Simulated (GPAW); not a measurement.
## Parameter sweep on Ta₃Au (Pm-3n, 8 atoms in the cell)

Space group Pm-3n (No. 223); a = 5.220 Å, b = 5.220 Å, c = 5.220 Å, α = 90.00°, β = 90.00°, γ = 90.00°

```
atom  site  symmetry       x       y       z
----  ----  --------  ------  ------  ------
Ta      6c     -4m.2  0.0000  0.5000  0.2500
Au      2a      m-3.  0.0000  0.0000  0.0000
```

Base run A: GPAW with PBEsol, GPAW PAW datasets PBEsol (made by gpaw-setup), self-consistent single point.

Its settings: mode = pw; ecut = 600 eV; xc = PBEsol; kpts = 3 3 3; mesh shift (steps) = 0.5 0.5 0.5; occupations.name = methfessel-paxton; occupations.width = 0.1 eV; occupations.order = 1; nbands = -14; convergence.density = 1e-05 e/electron; convergence.energy = 1e-05 eV/electron; symmetry.symmorphic = false; symmetry.tolerance = 0.0005; maxiter = 100.

The starting cell comes from a database of published, mostly measured structures (it also holds non-ambient and calculated ones), without a prior relaxation at this level. Spin polarisation is off. In the base run, with a pressure of about -4 GPa the cell is away from its equilibrium volume at this level. Without a gap this mesh is coarse (it stands for a supercell whose shortest vector is 16 Å).

ΔF is the free energy per atom less that of run A. 

```json
[
 {"run": "A", "change": "base", "ΔF (meV/atom)": "0.00"},
 {"run": "B", "change": "lattice scaled by 0.97", "ΔF (meV/atom)": "58.3"},
 {"run": "C", "change": "lattice scaled by 0.97; ecut: 600 eV → 360 eV", "ΔF (meV/atom)": "83.2"},
 {"run": "D", "change": "lattice scaled by 0.985", "ΔF (meV/atom)": "2.3"},
 {"run": "E", "change": "lattice scaled by 0.985; ecut: 600 eV → 360 eV", "ΔF (meV/atom)": "26.9"},
 {"run": "F", "change": "lattice scaled by 1.015", "ΔF (meV/atom)": "43.6"},
 {"run": "G", "change": "lattice scaled by 1.015; ecut: 600 eV → 360 eV", "ΔF (meV/atom)": "68.4"},
 {"run": "H", "change": "lattice scaled by 1.03", "ΔF (meV/atom)": "126.3"},
 {"run": "I", "change": "lattice scaled by 1.03; ecut: 600 eV → 360 eV", "ΔF (meV/atom)": "150.9"},
 {"run": "J", "change": "ecut: 600 eV → 360 eV", "ΔF (meV/atom)": "24.4"}
]
```

Run F against A: The free energy goes up by 43.6 meV/atom and the pressure goes from -4.39 to -12.50 GPa.

Run E against A: The free energy rises by 26.9 meV/atom.
